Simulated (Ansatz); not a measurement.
## Ag3SI in the anti-perovskite structure (space group Pm-3m, No. 221)

Space group Pm-3m (No. 221); a = 4.869 Å, b = 4.869 Å, c = 4.869 Å, α = 90.00°, β = 90.00°, γ = 90.00°

| atom | site | symmetry | x | y | z |
|---|---|---|---|---|---|
| Ag | 3c | 4/mm.m | 0.0000 | 0.5000 | 0.5000 |
| S | 1b | m-3m | 0.5000 | 0.5000 | 0.5000 |
| I | 1a | m-3m | 0.0000 | 0.0000 | 0.0000 |

Level of theory: Ansatz (a program for electronic structure) PBEsol, spin-orbit coupling left out. Γ-centred 7×7×7 mesh, Fermi–Dirac width 0.05 eV.

```json
{
 "volume_per_atom": "23.08 Å³",
 "density": "6.94 g/cm³",
 "band_gap": "0.71 eV, indirect, M → Γ",
 "electron_mass": "0.22 mₑ",
 "Hole mass (degenerate bands, along [100])": "0.29, 0.54 mₑ",
 "Lowest conduction-band minima above the VBM": "Γ 0.71 eV; M along ⟨110⟩ 0.88 eV",
 "total_energy": "-6176.775 eV/atom (σ→0; compares only within this code and set-up)"
}
```

With I present, leaving out spin-orbit coupling can change the band edges. Masses are band curvatures over ±0.01 Å⁻¹ around the edge. Whether these cells are dynamically stable was not tested.
